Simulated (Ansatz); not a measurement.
Density of states of AlP (F-43m) below the valence band maximum, Ansatz (a program for electronic structure) with PBE with spin-orbit coupling, rigid bands; cell volume 40.9 Å³.

```tsv
energy from edge (eV)	10⁻³ states/eV/cell
0.006	26.7
0.031	113
0.056	196
0.081	260
0.106	306
0.131	345
0.156	380
0.181	412
0.206	443
0.231	473
0.256	502
0.281	530
0.319	573
0.344	602
0.369	630
0.394	660
0.419	690
0.444	722
0.469	754
0.494	786
0.519	820
0.544	857
0.569	895
0.594	935
```

Q: What effective density of states at 300 K does this give (∫ g(E) exp(−E/k_BT) dE, both spins, divided by the cell's size)?

A: 5.7e19 cm⁻³, a density-of-states mass of 1.72 mₑ, valleys and band degeneracy included.

Geometry: cell and atoms relaxed with PBEsol.
